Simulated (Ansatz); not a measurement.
Results of r²SCAN (PAW; Ansatz, a quantum-chemistry and plane-wave program) for C (model structure, Ibam, No. 72, 6 atoms in the cell).

Run with plane-wave cutoff 560 eV, 16×16×10 k mesh (along the axes of the cell as run), Fermi–Dirac smearing 0.01 eV, scalar-relativistic PAW data made under PBE.

Cell (relaxed at this level):

```cif
data_C6
_chemical_formula_sum 'C6'
_space_group_name_H-M_alt 'P 1'
_space_group_IT_number 1
_cell_length_a 3.85813
_cell_length_b 3.85813
_cell_length_c 4.65551
_cell_angle_alpha 127.109
_cell_angle_beta 127.109
_cell_angle_gamma 40.302
loop_
_space_group_symop_operation_xyz
  'x, y, z'
loop_
_atom_site_label
_atom_site_type_symbol
_atom_site_fract_x
_atom_site_fract_y
_atom_site_fract_z
_atom_site_occupancy
C1 C 0.34428 0.99566 0.66997 1
C2 C 0.65572 0.00434 0.33003 1
C3 C 0.00434 0.65572 0.83003 1
C4 C 0.99566 0.34428 0.16997 1
C5 C 0.00000 0.00000 0.25000 1
C6 C 0.00000 0.00000 0.75000 1
```

### Question
Predict the band gap and Γ–Γ gap.

### Answer

* **band gap**: 3.15 eV (on the SCF k mesh)
* **Γ–Γ gap**: 5.93 eV

Note: the relaxation could raise the start's symmetry but not lower it, so the cell can be a saddle point.

Static lattice: no zero-point or thermal effects.

Computing time: around 8 core-minutes (rough).

A model structure was made by putting elements into a prototype or built by hand; it is no filed structure, need not be a known phase, and can be a saddle point held by its symmetry.
